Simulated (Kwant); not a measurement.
System: In0.53Ga0.47As/InP stack with 2 barriers. One parabolic valley. Leads of mass 0.041 mₑ with the band edge at 0; grid 0.1 nm; bias 0 V, dropping linearly over the stack.

```csv
layer,thickness (nm),band offset (eV),mass (mₑ)
1,2.3,0.25,0.08
2,6.6,0,0.041
3,2.3,0.25,0.08
```

The device is made up for the run: typed textbook-type constants, with dimensions and the other settings drawn at random.

Model: one-band effective-mass tight-binding model in one dimension, coherent, no space charge (Kwant).

| E (eV) | A | B | C |
|---|---|---|---|
| 0.001250 | 4.6e-5 | 0.00019 | 5.7e-5 |
| 0.02314 | 0.0026 | 0.010 | 0.0024 |
| 0.04504 | 0.030 | 0.10 | 0.014 |
| 0.06693 | 0.83 | 0.69 | 0.13 |
| 0.08882 | 0.076 | 0.19 | 0.66 |
| 0.1107 | 0.041 | 0.11 | 0.12 |
| 0.1326 | 0.035 | 0.089 | 0.066 |
| 0.1545 | 0.039 | 0.090 | 0.052 |
| 0.1764 | 0.049 | 0.11 | 0.049 |
| 0.1983 | 0.072 | 0.14 | 0.053 |
| 0.2202 | 0.12 | 0.19 | 0.063 |
| 0.2421 | 0.24 | 0.30 | 0.081 |
| 0.2640 | 0.53 | 0.49 | 0.11 |
| 0.2859 | 0.97 | 0.76 | 0.16 |
| 0.3078 | 0.82 | 0.93 | 0.26 |
| 0.3296 | 0.50 | 0.81 | 0.43 |
| 0.3515 | 0.33 | 0.61 | 0.71 |
| 0.3750 | 0.24 | 0.45 | 0.98 |

Task: Column A is the base. The others each differ by one change: thickness of the first barrier 2.3 → 1.4 nm; width of the first well 6.6 → 5.3 nm. Which is which?

Result: B: thickness of the first barrier 2.3 → 1.4 nm; C: width of the first well 6.6 → 5.3 nm.
